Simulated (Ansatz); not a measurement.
BN (I-4m2), r2SCAN, rigid bands (Ansatz, a first-principles code): Condition of this run: uniaxial stress along [001] of 9 GPa (compression positive) (the target of the relaxation). band gap 4.73 eV, N_c = 7.12e18 cm⁻³ and N_v = 1.41e19 cm⁻³ at 300 K, conductivity masses along y (a = (0.00, 1.81, 1.78) Å; b = (1.81, 0.00, 1.78) Å; c = (1.81, 1.81, 0.00) Å) of 0.298 mₑ (electrons) and 0.659 mₑ (holes). Take k_BT = 0.02585 eV.

**Question.** Find the intrinsic carrier density and the intrinsic Fermi level.

**Answer.** n_i = √(N_c N_v) exp(−E_g/2k_BT) = 1.00e19 × exp(−91.48) = 1.9e-21 cm⁻³. The level lies (k_BT/2) ln(N_v/N_c) = 9 meV from mid-gap (positive towards the conduction band). Each 0.1 eV added to the gap lowers n_i by a factor of 6.9.

**Question.** What thermal injection velocity √(2k_BT/πm) limits a ballistic channel along the direction named?

**Answer.** 9.86e6 cm/s for electrons and 6.63e6 cm/s for holes, a ratio of √(m_h/m_e) = 1.49, for dilute carriers.

**Question.** A film of it is 5 nm thick, with its normal along the direction named. Estimate the confinement energies in an infinite well.

**Answer.** ħ²π²/(2m t²) = 0.376 eV·nm²/(m/mₑ × t²) gives 50.5 meV for electrons and 22.8 meV for holes, so the gap would widen to about 4.80 eV. Finite barriers and nonparabolic bands lower this, and with several valleys or bands the heaviest mass along the normal sets the lowest level, not this average.

Rigid, parabolic bands with the computed gap; masses take one relaxation time for all states. Spin-orbit coupling is left out. Geometry: cell and atoms relaxed with PBEsol.
